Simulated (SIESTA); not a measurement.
Worked example: self-consistent single point of CaNi2 (Fd-3m, 6 atoms in the cell) in SIESTA.

Computed with GGA PBEsol, numerical atomic orbitals DZP, PseudoDojo PBEsol standard norm-conserving potentials (rewritten from UPF to PSML) (SIESTA).

The change in words: lattice scaled by 0.98. Reference geometry:
```yaml
crystal:
  lattice:
    - [0.00000, 3.49996, 3.49996]
    - [3.49996, 0.00000, 3.49996]
    - [3.49996, 3.49996, 0.00000]
  atoms:
    - { symbol: Ca, position: [0.00000, 0.00000, 0.00000] }
    - { symbol: Ca, position: [0.25000, 0.25000, 0.25000] }
    - { symbol: Ni, position: [0.62500, 0.62500, 0.62500] }
    - { symbol: Ni, position: [0.12500, 0.62500, 0.62500] }
    - { symbol: Ni, position: [0.62500, 0.62500, 0.12500] }
    - { symbol: Ni, position: [0.62500, 0.12500, 0.62500] }
```

Reference input (self-consistent single point, DFT, GGA PBEsol, numerical atomic orbitals DZP, PseudoDojo PBEsol standard norm-conserving potentials (rewritten from UPF to PSML)): XC.functional = GGA; XC.authors = PBEsol; potentials = PseudoDojo PBEsol standard; PAO.BasisSize = DZP; PAO.EnergyShift = 0.01 Ry; MeshCutoff = 300 Ry; kgrid.MonkhorstPack = 6 6 6; OccupationFunction = FD; ElectronicTemperature = 100 meV; MaxSCFIterations = 150; SCF.Mixer.Method = Pulay; SCF.Mixer.Weight = 0.25. This run's input differs from it in these lines:

```diff
@@ -12,5 +12,5 @@
 %block LatticeVectors
-     0.000000000    3.499962000    3.499962000
-     3.499962000    0.000000000    3.499962000
-     3.499962000    3.499962000    0.000000000
+     0.000000000    3.429963000    3.429963000
+     3.429963000    0.000000000    3.429963000
+     3.429963000    3.429963000    0.000000000
 %endblock LatticeVectors
@@ -19,7 +19,7 @@
      0.000000000    0.000000000    0.000000000  1
-     1.749981000    1.749981000    1.749981000  1
-     4.374952500    4.374952500    4.374952500  2
-     4.374952500    2.624971500    2.624971500  2
-     2.624971500    2.624971500    4.374952500  2
-     2.624971500    4.374952500    2.624971500  2
+     1.714981500    1.714981500    1.714981500  1
+     4.287453750    4.287453750    4.287453750  2
+     4.287453750    2.572472250    2.572472250  2
+     2.572472250    2.572472250    4.287453750  2
+     2.572472250    4.287453750    2.572472250  2
 %endblock AtomicCoordinatesAndAtomicSpecies
```

Output, abridged:

```
        iscf     Eharris(eV)        E_KS(eV)     FreeEng(eV)     dDmax    Ef(eV) dHmax(eV)
   scf:    1   -20191.483344   -20302.805049   -20303.077255  7.368008 -2.417297 21.379262
   scf:    2   -20294.929254   -20330.675459   -20330.758987  4.994232 -5.704781  9.363613
   scf:    3   -20340.719085   -20338.618339   -20338.777855  1.362248 -4.626565  2.084346
   scf:    4   -20338.717071   -20338.769976   -20338.945266  0.515342 -4.406871  0.948581
   scf:    5   -20338.841402   -20338.832853   -20339.001941  0.161339 -4.511192  0.155155
   scf:    6   -20338.832048   -20338.832882   -20339.001527  0.012161 -4.520262  0.107495
   scf:    7   -20338.832343   -20338.833291   -20339.003253  0.027650 -4.511760  0.021472
   scf:    8   -20338.833642   -20338.833480   -20339.003270  0.002812 -4.514013  0.004132
   scf:    9   -20338.833451   -20338.833468   -20339.003278  0.002187 -4.514311  0.000519
   scf:   10   -20338.833472   -20338.833470   -20339.003278  0.000014 -4.514411  0.000401
SCF Convergence by DM+H criterion
max |DM_out - DM_in|         :     0.0000135724
max |H_out - H_in|      (eV) :     0.0004014742
SCF cycle converged after 10 iterations

Using DM_out to compute the final energy and forces

siesta: E_KS(eV) =           -20338.8335

siesta: E_KS - E_eggbox =    -20338.8335

siesta: Atomic forces (eV/Ang):
     1   -0.000034   -0.000034   -0.000034
     2    0.000034    0.000034    0.000034
     3   -0.000000   -0.000000   -0.000000
     4   -0.000000    0.000000   -0.000000
     5    0.000000    0.000000   -0.000000
     6    0.000000   -0.000000   -0.000000
   Tot    0.000000   -0.000000   -0.000000
   Max    0.000034
   Res    0.000019    sqrt( Sum f_i^2 / 3N )
   Max    0.000034    constrained

   [... lines left out ...]
siesta: FreeEng =    -20339.003278
   [... lines left out ...]
siesta:    -0.170728   -0.000254   -0.000254
siesta:    -0.000254   -0.170728   -0.000254
siesta:    -0.000254   -0.000254   -0.170728

siesta: Cell volume =         80.704602 Ang**3

siesta: Pressure (static):
siesta:                Solid            Molecule  Units
siesta:           0.00185946          0.00185945  Ry/Bohr**3
siesta:           0.17072795          0.17072724  eV/Ang**3
siesta:         273.53633231        273.53518874  kBar
```

The run converged in 10 iterations. Against the reference run the free energy rises by 112 meV/atom and the pressure goes from 15.64 to 27.35 GPa.

The starting cell comes from a database of computed structures (which also holds hypothetical and non-ambient phases and stackings), without a prior relaxation at this level. Its lattice was rescaled by a random factor within 2.5 % of one. For this run, on top of that: lattice scaled by 0.98. Spin polarisation is off. Values carry the incompleteness of an atom-centred basis. With a pressure of about 27 GPa the cell is away from its equilibrium volume at this level.
